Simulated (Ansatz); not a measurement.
The reference is IrO2 in the rutile structure (space group P4_2/mnm, No. 136; a = 4.5293 Å, c = 3.1798 Å).

(Cell as relaxed with PBE.)

Levels (all Ansatz, a program for electronic structure, PAW): PBE (420 eV, scalar-relativistic without spin-orbit coupling); PBEsol (420 eV, no spin-orbit coupling).

Each level relaxes its own structure.

```tsv
base	PBE	PBEsol
volume per atom	10.87 Å³	10.51 Å³
lattice parameter a	4.529 Å	4.472 Å
band gap	zero	zero
```

One thing is altered: full substitution O → F, then cell and atoms are relaxed.

| quantity | PBE | PBEsol |
|---|---|---|
| shortest interatomic distance | 2.087 Å | (withheld) |
| c/a ratio | 0.780 | (withheld) |

Task: Predict the PBEsol column.

Result: 
- shortest interatomic distance, PBEsol: 2.051 Å
- c/a ratio, PBEsol: 0.791

PBE's shortest interatomic distance lies 0.036 Å above PBEsol's (1.8 %); PBE's c/a ratio lies 0.0105 below PBEsol's. Neither level is exact; PBEsol is the comparison here, not a measurement.

Whether these cells are dynamically stable was not tested. As relaxed here, IrF2 is a hypothetical phase, not in the database extracts checked. No Hubbard U is applied, and correlation can decide whether such a compound is a metal. All final runs are without spin polarisation.
